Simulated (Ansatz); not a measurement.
GePt (Pnma, No. 62), treated with PBE-D4 (plane waves, PAW; Ansatz, a quantum-chemistry and plane-wave program).

Numerical settings: plane-wave cutoff 500 eV, 8×10×8 k mesh (along the axes of the cell as run), Fermi–Dirac smearing 0.05 eV, scalar-relativistic PAW data made under PBE.

Computed at the level's own relaxed cell.

Question: Give the computed volume per atom.

Answer: 
- volume per atom: 16.34 Å³/atom

The run finds no gap.

Spin–orbit coupling is not included.

The computed numbers hold no vibrational or temperature effects.
